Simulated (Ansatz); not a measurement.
Base system: AlAs in the zinc blende structure (space group F-43m, No. 216; a = 5.675 Å).

The values are results of Ansatz (a quantum-chemistry and plane-wave program) PBEsol, no spin-orbit coupling, not measurements.

One change was made to it. Results:

| quantity | base | after |
|---|---|---|
| band gap | 1.34 eV | zero |
| shortest interatomic distance | 2.457 Å | 2.005 Å |

### Question
Name the change that was made.
(A) As → Sn
(B) As → Cu
(C) As → C
(D) As → N

### Answer
C, As → C. For comparison, the shortest interatomic distance in the other runs: As → N gives 1.896 Å; As → Sn gives 2.688 Å; As → Cu gives 2.369 Å.

Whether these cells are dynamically stable was not tested. As relaxed here, AlC, AlSn and AlCu are hypothetical phases, not in the database extracts checked. All final runs are without spin polarisation. An odd electron count without spin: AlC and AlSn. This is not the structure that AlN has at room temperature and ambient pressure.
